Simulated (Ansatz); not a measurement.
**Convergence study of the plane-wave cutoff for HfN (I4mm, 2 atoms in the cell)**

```yaml
crystal:
  lattice:
    - [0.00000, 2.24870, 2.24870]
    - [2.24870, 0.00000, 2.24870]
    - [2.24870, 2.24870, 0.00000]
  atoms:
    - { symbol: Hf, position: [0.01112, 0.01112, 0.98888] }
    - { symbol: N, position: [0.50000, 0.50000, 0.50000] }
```

Level of theory: PBEsol, default PAW files made with PBE (plane waves; Ansatz, an electronic-structure program).

Base settings: basis.ecutwfc = 420 eV; kpoints.mp_grid.grid = 13 13 13; hamiltonian.xc = pbesol; hamiltonian.pseudopotentials = {kind: paw} (the program's default PAW files); scf.occupations.method = fermi_dirac; scf.occupations.width = 0.1 eV.

The second cell is the first with its lattice scaled by 0.98.

The mesh stays at the base's, so the ladder's end is converged at best in this setting alone.

The first pressure column holds Ansatz's estimate of the finite-basis (Pulay) stress, which hides part of the cutoff error; the other is without it.

Only quantities that move along the ladder and can be compared are tabulated.

The count of work is k-points × plane waves × bands × iterations; it is no time. 

The starting cell has typed, rounded lattice constants, without a prior relaxation at this level. Its lattice was rescaled by up to half a per cent. One atom was moved a little off its site on purpose.

Steps (basis.ecutwfc): 145 eV; 170 eV; 190 eV; 210 eV; 230 eV; 250 eV; 295 eV; 335 eV; 380 eV; 420 eV; 460 eV; 505 eV; 565 eV; 630 eV; 735 eV; 840 eV; 1010 eV.

Problem. What is the coarsest basis.ecutwfc that holds the forces within 0.01 eV/Å of the last step, with all finer ones?

Solution. 380 eV, at 0.24 of the last step's count of work; the step before is off by 0.017 eV/Å.

Problem. What is the coarsest basis.ecutwfc that holds the pressure within 0.1 GPa of the last step, with all finer ones?

Solution. 420 eV, at 0.28 of the last step's count of work; the step before is off by 0.25 GPa.

Problem. What is the coarsest basis.ecutwfc that holds the free energy within 5 meV/atom of the last step, with all finer ones?

Solution. 420 eV, at 0.28 of the last step's count of work; the step before is off by 17 meV/atom.

```tsv
basis.ecutwfc	free energy less the last step's (meV/atom)	energy of the compressed cell less the first (meV/atom)	pressure (GPa)	pressure without the Pulay estimate (GPa)	largest difference of a force vector from the last step's (eV/Å)	count of work / last
145 eV	24976.07	113.88	15.59	-1187.33	0.723	0.062
170 eV	10954.30	-60.45	-21.67	-551.58	0.054	0.079
190 eV	5941.55	80.78	8.26	-315.28	0.167	0.096
210 eV	3305.53	26.44	-4.96	-191.83	0.044	0.12
230 eV	1833.88	32.55	-2.99	-120.34	0.075	0.12
250 eV	993.86	38.22	0.33	-74.38	0.015	0.11
295 eV	221.81	43.10	0.83	-19.64	0.002	0.16
335 eV	64.75	41.71	0.64	-5.18	0.017	0.17
380 eV	16.60	44.65	1.36	-0.68	0.007	0.24
420 eV	4.19	44.32	1.20	0.66	0.000	0.28
460 eV	1.56	44.07	1.14	1.04	0.000	0.28
505 eV	1.07	44.04	1.14	1.12	0.000	0.29
565 eV	0.87	44.04	1.14	1.12	0.000	0.37
630 eV	0.66	44.03	1.13	1.12	0.000	0.45
735 eV	0.52	44.00	1.13	1.12	0.000	0.50
840 eV	0.35	43.99	1.12	1.11	0.000	0.76
1010 eV	0.00	43.93	1.11	1.10	0.000	1.0
```

The energy difference between the two cells stays within 1 meV/atom of the last step's from 380 eV on, the total only from 565 eV on: much of the error is common to both cells and cancels.

At the lowest cutoff the pressure without the Pulay estimate lies 1190 GPa under the last step's, the usual sign of Pulay stress in an incomplete plane-wave basis.

Keys are those of Ansatz 0.2.
